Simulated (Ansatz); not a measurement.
**Carrier properties of RbCaH₃ (Pm-3m)**

Here is the system:

```
CELL_PARAMETERS angstrom
      4.47166     0.00000     0.00000
      0.00000     4.47166     0.00000
      0.00000     0.00000     4.47166
ATOMIC_POSITIONS crystal
  Rb 0.00000 0.00000 0.00000
  Ca 0.50000 0.50000 0.50000
  H  0.50000 0.00000 0.50000
  H  0.00000 0.50000 0.50000
  H  0.50000 0.50000 0.00000
```

Level of theory: PBEsol, rigid bands (plane waves, PAW, scalar-relativistic; Ansatz, a quantum-chemistry and plane-wave program). Cell: cell and atoms relaxed with PBEsol.

```yaml
band_gap: 3.05 eV
electron conductivity mass (300 K, dilute): 0.50 mₑ
hole conductivity mass (300 K, dilute): 1.98 mₑ
effective density of states N_c (300 K): 2.6e19 cm⁻³
effective density of states N_v (300 K): 4.7e20 cm⁻³
density_of_states_mass_electrons: 1.01 mₑ
density_of_states_mass_holes: 7.1 mₑ
Seebeck coefficient, n-type 1e19 cm⁻³, 300 K: -302 μV/K
best n-type power factor at 300 K for τ = 10 fs (best axis; densities from 1e16 to 1e21 cm⁻³ tried, whether or not they can be reached): 8.9 μW/(cm·K²) at 1e20 cm⁻³
Seebeck coefficient, p-type 1e19 cm⁻³, 300 K: 538 μV/K
```

Rigid bands; masses and Seebeck coefficients take one relaxation time τ for all states and one kind of carrier; polarons and phonon drag are left out. Spin-orbit coupling is left out; where it splits the top of the valence band, N_v and the p-type Seebeck coefficient come out somewhat high without it.

Formula and space group known from diffraction (Crystallography Open Database), not checked to be the room-temperature form: RbCaH3 (Pm-3m).
